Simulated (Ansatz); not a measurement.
ZrB2: energy against strain

ZrB2 (AlB2 type, P6/mmm, 10.284 Å³/atom and stress up to 0.01 GPa in the relaxed cell, c along z) under an equal strain ε in the (0001) plane with the normal axis free, as in a coherent film. PBE in Ansatz, a plane-wave DFT program (PAW, default set), 420 eV, 21×21×16 Γ-centred mesh, Fermi-Dirac smearing 0.10 eV; ions are relaxed, or left where forces stay under 0.02 eV/Å, within the symmetry of each cell.

Here s stands for strain and y for E less E0.

| strain (%) | E less E0 (meV/atom) |
|---|---|
| -3.00 | ? |
| -1.50 | 8.16 |
| -1.00 | 3.58 |
| -0.50 | 0.88 |
| 0.00 | 0.00 |
| 0.50 | 0.90 |
| 1.00 | 3.51 |
| 1.50 | 7.78 |

Fit y of the 7 rows that show it with a parabola. Least squares gives y = 0.003 - 0.0900·s + 3.5410·s². Residuals (row less fit): 0.055, -0.054, -0.053, -0.003, 0.057, 0.056, -0.055; standard error 0.067 (degrees of freedom: 4). The quadratic coefficient over the volume, 3.5410 meV × 10⁴ × 0.1602 / 10.284 Å³, is the biaxial elastic modulus of this plane = about 550 GPa.

Problem. Estimate the missing y (s = -3.00); what did the run itself give?

Solution. y = 0.003 - 0.0900 × (-3.0) + 3.5410 × (-3.0)² = 32.142 meV/atom. The calculation gives 33.78 meV/atom, 1.638 meV/atom above the prediction (4.8 % of the range of y in the table). The row lies outside the fitted rows, so this is an extrapolation. From the scatter of the fitted rows alone, a prediction at this place has a standard error of 0.258 meV/atom, so the miss is 6.3 times that.

A polynomial of degree 3 through the 12 other runs of the series gives 33.78 there, so most of the miss is curvature that the fit leaves out. In a metal these values are sensitive to mesh and smearing; energies are taken to zero smearing, stresses follow the free energy. The runs aren't spin-polarised. Rows are the converged runs of the series near zero and its far end; series whose fitted rows scatter by over a few per cent of the range, as at a crossing or softening among them, aren't shown in this form, nor equations of state whose B0' disagrees with the runs' pressures. Most that stay on the fit to the last digits aren't either.
